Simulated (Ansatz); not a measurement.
## White tin (β-Sn)

Calculation: r²SCAN (Ansatz, a program for electronic structure, plane waves, PAW).

Numerical settings: plane-wave cutoff 560 eV, 20×20×20 k mesh, Fermi–Dirac smearing 0.05 eV, scalar-relativistic PAW data made under PBE.

Cell (relaxed at this level):

```cif
data_Sn2
_chemical_formula_sum 'Sn2'
_space_group_name_H-M_alt 'P 1'
_space_group_IT_number 1
_cell_length_a 4.45585
_cell_length_b 4.45585
_cell_length_c 4.45585
_cell_angle_alpha 97.346
_cell_angle_beta 97.346
_cell_angle_gamma 138.096
loop_
_space_group_symop_operation_xyz
  'x, y, z'
loop_
_atom_site_label
_atom_site_type_symbol
_atom_site_fract_x
_atom_site_fract_y
_atom_site_fract_z
_atom_site_occupancy
Sn1 Sn 0.25000 0.75000 0.50000 1
Sn2 Sn 0.00000 0.00000 0.00000 1
```

- bulk modulus B0: 54.2 GPa
- band gap: none
- pressure derivative B′ of the bulk modulus: 4.8

Measured, for comparison: bulk modulus 57.0 GPa (temperature not stated, no zero-point or thermal correction; as tabulated in Chen et al. (2023), arXiv:2209.05059). Computed (rounded) less measured: bulk modulus -5 %.

Note: the bulk modulus comes from volumes at which shape and atoms were relaxed.

Spin–orbit coupling is not included.

Computed values are for the static lattice.
